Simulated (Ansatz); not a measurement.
We consider cubic perovskite KZnF3, described by rVV10 (PAW; Ansatz, a quantum-chemistry and plane-wave program).

Numerical settings: plane-wave cutoff 520 eV, 8×8×8 k mesh, Fermi–Dirac smearing 0.01 eV, scalar-relativistic PAW data made under PBE.

Pressure at four volumes; x = ln(V/13.760 Å³). One pressure is withheld.

```json
[
 {"V (Å³/atom)": "12.934", "x": "-0.0619", "P (GPa)": "5.59"},
 {"V (Å³/atom)": "13.760", "x": "0.0000", "P (GPa)": "0.00"},
 {"V (Å³/atom)": "14.310", "x": "0.0392", "P (GPa)": "-2.79"},
 {"V (Å³/atom)": "14.585", "x": "0.0582", "P (GPa)": "?"}
]
```

Q: Pass a parabola P(x) through the three rows shown, estimate the bulk modulus and its pressure derivative near zero pressure, and predict the withheld pressure.

A: Slopes between the rows: (0.00 − (5.59))/(0.0000 − (-0.0619)) = -90.31 and (-2.79 − (0.00))/(0.0392 − (0.0000)) = -71.17 GPa. Their difference over the span 0.1011 is c = 19.14/0.1011 = 189.3 GPa, so P(x) = 5.59 + (-90.31)(x − (-0.0619)) + 189.3 (x − (-0.0619))(x − (0.0000)). At the middle row B = −dP/dx = −[-90.31 + 189.3 × 0.0619] = 78.6 GPa, and B′ = dB/dP = 2c/B = 4.8. At x = 0.0582 the parabola gives -3.93 GPa; the run gives -3.96 GPa. The Birch–Murnaghan fit to the energies at all volumes has B0 = 78.0 GPa and B′ = 4.7.

Measured, for comparison: bulk modulus 80 GPa (temperature not stated, no zero-point or thermal correction, (C11+2C12)/3; as tabulated in Vaitheeswaran et al. (2016), arXiv:1609.00541). Computed (rounded) less measured: bulk modulus -2 %.
